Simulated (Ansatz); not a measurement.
Defect migration in beta Si3N4: interstitial Al, charge state +3. These are PBE, PAW (plane waves to 420 eV; Ansatz, a program for electronic structure) values and carry that method's errors.

Settings: 84 host sites, the relaxed PBE lattice, the Γ point alone, smearing 0.01 eV, spin-restricted, no image-charge correction. Static, classical nuclei. The charge state is imposed; whether it is stable for some Fermi level was not computed. Sites that were not tried may lie lower.

Barriers: single points on a 2×2×2 k-point mesh shifted by half a step along c at the bands' geometries.

The step: one Al atom jumps by itself. Atoms about the jump, Cartesian Å from the middle of the jump, before and after:

```json
[
 {"atom": "Al1", "x0": "0.00", "y0": "0.00", "z0": "-0.73", "x1": "0.00", "y1": "0.00", "z1": "0.73"},
 {"atom": "N2", "x0": "-1.27", "y0": "1.78", "z0": "0.00", "x1": "-1.27", "y1": "1.78", "z1": "0.00"},
 {"atom": "N3", "x0": "-0.88", "y0": "-1.93", "z0": "0.00", "x1": "-0.88", "y1": "-1.93", "z1": "0.00"},
 {"atom": "N4", "x0": "2.15", "y0": "0.21", "z0": "0.00", "x1": "2.15", "y1": "0.21", "z1": "0.00"},
 {"atom": "N5", "x0": "0.88", "y0": "1.93", "z0": "-1.46", "x1": "1.02", "y1": "2.21", "z1": "-1.48"},
 {"atom": "N6", "x0": "1.02", "y0": "2.21", "z0": "1.48", "x1": "0.88", "y1": "1.93", "z1": "1.46"},
 {"atom": "Si7", "x0": "0.25", "y0": "2.72", "z0": "0.04", "x1": "0.25", "y1": "2.72", "z1": "-0.04"},
 {"atom": "N8", "x0": "-2.15", "y0": "-0.21", "z0": "-1.46", "x1": "-2.45", "y1": "-0.21", "z1": "-1.48"},
 {"atom": "N9", "x0": "-2.45", "y0": "-0.21", "z0": "1.48", "x1": "-2.15", "y1": "-0.21", "z1": "1.46"},
 {"atom": "Si10", "x0": "-2.51", "y0": "-1.16", "z0": "0.04", "x1": "-2.51", "y1": "-1.16", "z1": "-0.04"},
 {"atom": "Si11", "x0": "2.25", "y0": "-1.56", "z0": "0.03", "x1": "2.25", "y1": "-1.56", "z1": "-0.03"},
 {"atom": "N12", "x0": "1.27", "y0": "-1.78", "z0": "-1.46", "x1": "1.44", "y1": "-2.03", "z1": "-1.47"},
 {"atom": "N13", "x0": "1.44", "y0": "-2.03", "z0": "1.47", "x1": "1.27", "y1": "-1.78", "z1": "1.46"},
 {"atom": "Si14", "x0": "-2.25", "y0": "1.56", "z0": "-1.49", "x1": "-2.25", "y1": "1.52", "z1": "-1.50"},
 {"atom": "Si15", "x0": "-2.25", "y0": "1.52", "z0": "1.50", "x1": "-2.25", "y1": "1.56", "z1": "1.49"},
 {"atom": "Si16", "x0": "2.50", "y0": "1.16", "z0": "-1.50", "x1": "2.43", "y1": "1.19", "z1": "-1.50"},
 {"atom": "Si17", "x0": "2.43", "y0": "1.19", "z0": "1.50", "x1": "2.50", "y1": "1.16", "z1": "1.50"},
 {"atom": "Si18", "x0": "-0.25", "y0": "-2.72", "z0": "-1.50", "x1": "-0.18", "y1": "-2.68", "z1": "-1.50"},
 {"atom": "Si19", "x0": "-0.18", "y0": "-2.68", "z0": "1.50", "x1": "-0.25", "y1": "-2.72", "z1": "1.50"}
]
```

**Question.** Where do these atoms stand at the saddle point, and how high is it?

**Answer.** 
| atom | x | y | z |
|---|---|---|---|
| Al1 | -0.05 | 0.06 | 0.00 |
| N2 | -1.24 | 1.76 | 0.01 |
| N3 | -0.86 | -1.86 | 0.01 |
| N4 | 2.07 | 0.19 | 0.01 |
| N5 | 0.97 | 2.12 | -1.46 |
| N6 | 0.97 | 2.12 | 1.47 |
| Si7 | 0.29 | 2.78 | 0.01 |
| N8 | -2.35 | -0.21 | -1.46 |
| N9 | -2.36 | -0.21 | 1.47 |
| Si10 | -2.55 | -1.15 | 0.01 |
| Si11 | 2.25 | -1.60 | 0.01 |
| N12 | 1.40 | -1.99 | -1.46 |
| N13 | 1.40 | -1.99 | 1.47 |
| Si14 | -2.26 | 1.54 | -1.50 |
| Si15 | -2.26 | 1.54 | 1.51 |
| Si16 | 2.44 | 1.18 | -1.51 |
| Si17 | 2.44 | 1.18 | 1.52 |
| Si18 | -0.19 | -2.69 | -1.50 |
| Si19 | -0.19 | -2.69 | 1.51 |
It lies 0.19 eV above the start and 0.19 eV above the end. The check of the saddle point's order was inconclusive, and it lies on a symmetry element of the cell, where a band can be held.
